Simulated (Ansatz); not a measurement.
The reference is MoSi$_{2}$ (space group I4/mmm, No. 139; relaxed with 0.1 eV smearing).

```yaml
crystal:
  lattice:
    - [-1.59504, 1.59504, 3.91100]
    - [1.59504, -1.59504, 3.91100]
    - [1.59504, 1.59504, -3.91100]
  atoms:
    - { symbol: Si, position: [0.66495, 0.66495, 0.00000] }
    - { symbol: Si, position: [0.33505, 0.33505, 0.00000] }
    - { symbol: Mo, position: [0.00000, 0.00000, 0.00000] }
```

Cartesian axes are those of the cell as printed.

Method: Ansatz (a quantum-chemistry and plane-wave program), PBEsol, PAW, cutoff 420 eV, scalar-relativistic without spin-orbit coupling.

Perturbation: tensile biaxial strain of 1.50 % in the plane normal to [001], as in epitaxy on a mismatched substrate; the out-of-plane cell vector and the atoms relax.

### Question
What does the calculation give for the energy relative to the base after the change?

### Answer
The energy increases by 9.0 meV/atom.

### Question
Predict the new out-of-plane strain.

### Answer
The out-of-plane strain comes out as -0.52 %.

### Question
What happens to the in-plane stress?

### Answer
The mean in-plane stress (compression positive) is -7.1 GPa.

Stability against distortions was not tested. All final runs are without spin polarisation.
